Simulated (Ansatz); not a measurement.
## Converging the k-point mesh: ZrOs (P4mm, 2 atoms in the cell)

```
CELL_PARAMETERS angstrom
      3.28632     0.00000     0.00000
      0.00000     3.28632     0.00000
      0.00000     0.00000     3.28632
ATOMIC_POSITIONS crystal
  Zr 0.50000 0.50000 0.51521
  Os 0.00000 0.00000 0.00000
```

Computed with PBEsol, default PAW files made with PBE (plane waves; Ansatz, a quantum-chemistry and plane-wave program).

Base settings: basis.ecutwfc = 420 eV; kpoints.mp_grid.grid = 10 10 10; hamiltonian.xc = pbesol; hamiltonian.pseudopotentials = {kind: paw} (the program's default PAW files); scf.occupations.method = gaussian; scf.occupations.width = 0.1 eV.

The second cell is the first with its lattice scaled by 0.98.

Only quantities that move along the ladder and can be compared are tabulated.

The count of work is k-points × plane waves × bands × iterations; it is no time. 

The starting cell comes from a database of computed structures (which also holds hypothetical and non-ambient phases and stackings), without a prior relaxation at this level. Its lattice was rescaled by up to half a per cent. One atom was moved a little off its site on purpose. Spin polarisation is off. In the base run, with a pressure of about -8 GPa the cell is away from its equilibrium volume at this level. Ansatz's pressure includes its estimate of the finite-basis (Pulay) stress.

```csv
kpoints.mp_grid.grid,free energy less the last step's (meV/atom),energy of the compressed cell less the first (meV/atom),pressure (GPa),largest difference of a force vector from the last step's (eV/Å),count of work / last
2 2 2,1121.96,11.82,-4.03,0.371,0.0035
3 3 3,-118.22,-4.94,-7.28,0.246,0.0023
4 4 4,85.62,1.12,-6.38,0.026,0.0069
5 5 5,-22.49,-9.22,-7.58,0.038,0.0069
6 6 6,33.46,-5.55,-7.00,0.022,0.015
7 7 7,-1.97,-2.18,-6.80,0.044,0.015
8 8 8,5.72,-8.58,-7.56,0.013,0.029
9 9 9,4.14,-6.33,-7.29,0.007,0.029
10 10 10,-3.36,-8.12,-7.62,0.015,0.048
11 11 11,2.90,-6.64,-7.31,0.003,0.048
12 12 12,-2.09,-7.19,-7.44,0.002,0.075
13 13 13,1.88,-6.61,-7.32,0.001,0.075
14 14 14,-1.40,-6.55,-7.40,0.004,0.11
18 18 18,0.14,-6.71,-7.35,0.002,0.21
20 20 20,0.29,-6.83,-7.37,0.002,0.28
22 22 22,0.31,-6.97,-7.37,0.001,0.36
24 24 24,0.17,-7.18,-7.41,0.001,0.45
27 27 27,-0.02,-6.80,-7.37,0.002,0.57
29 29 29,0.09,-6.98,-7.38,0.001,0.69
33 33 33,0.00,-7.01,-7.39,0.000,1.0
```

Coarsest kpoints.mp_grid.grid that holds the pressure within 0.5 GPa of the last step, with all finer ones: 8 8 8, at 0.029 of the last step's count of work; the step before is off by 0.59 GPa.

Coarsest kpoints.mp_grid.grid that holds the forces within 0.01 eV/Å of the last step, with all finer ones: 11 11 11, at 0.048 of the last step's count of work; the step before is off by 0.015 eV/Å.

Coarsest kpoints.mp_grid.grid that holds the energy of the compressed cell less the first within 1 meV/atom of the last step, with all finer ones: 11 11 11, at 0.048 of the last step's count of work; the step before is off by 1.1 meV/atom.

The energy difference between the two cells stays within 1 meV/atom of the last step's from 11 11 11 on, the total only from 18 18 18 on: much of the error is common to both cells and cancels.

Keys are those of Ansatz 0.2.
